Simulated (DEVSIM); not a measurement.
System: illuminated Si p-on-n cell, one wavelength, with a back-surface field, at 300 K.

```
layer (left to right)  material  thickness (μm)  Nd (cm⁻³)  Na (cm⁻³)  τn (s)  τp (s)  absorption coefficient (cm⁻¹)
---------------------  --------  --------------  ---------  ---------  ------  ------  -----------------------------
1                            Si           0.820          -     3.5e18  1.2e-7  3.2e-7                            220
2                            Si            27.0     2.7e15          -  5.6e-7  5.6e-7                            220
3                            Si           0.230     5.6e18          -  5.6e-7  5.6e-7                            220
```

Left contact: ohmic, minority electron recombination velocity 8e6 cm/s. Right contact: ohmic, minority hole recombination velocity 30000 cm/s. Voltage is applied to the left contact. Recombination: SRH at mid-gap, radiative, Auger. Light enters at the left, 7.3e16 photons cm⁻² s⁻¹, one pass, no reflection. Mobility is constant in doping.

The device is made up for the run: typed textbook-type constants, with dimensions and the other settings drawn at random. Values at 300 K.

| parameter | Si |
|---|---|
| gap (eV) | 1.124 |
| affinity (eV) | 4.05 |
| permittivity | 11.7 |
| Nc (cm⁻³) | 2.86e19 |
| Nv (cm⁻³) | 3.1e19 |
| μn (cm²/Vs) | 1417 |
| μp (cm²/Vs) | 470 |
| B (cm³/s) | 4.7e-15 |
| Cn (cm⁶/s) | 2.8e-31 |
| Cp (cm⁶/s) | 9.9e-32 |

Simulated with DEVSIM: 1D drift-diffusion, Boltzmann statistics, complete ionisation; no tunnelling, impact ionisation, image-force lowering or self-heating.

The photon flux was swept, all else fixed.

```tsv
photon flux (cm^-2 s^-1)	share of generated pairs collected at short circuit	largest power (mW/cm²)	open-circuit voltage (V)	fill factor
2.2e15	0.771	0.0359	0.390	0.74
7.3e15	0.771	0.134	0.424	0.76
2.2e16	0.771	0.440	0.454	0.78
7.3e16	0.771	1.59	0.486	0.79
2.2e17	0.771	5.15	0.515	0.80
7.3e17	0.772	18.3	…	0.80
2.2e18	0.775	59.0	0.578	0.81
```

**Question.** What belongs in the gaps?

**Answer.** 
- 7.3e17, open-circuit voltage (V): 0.547
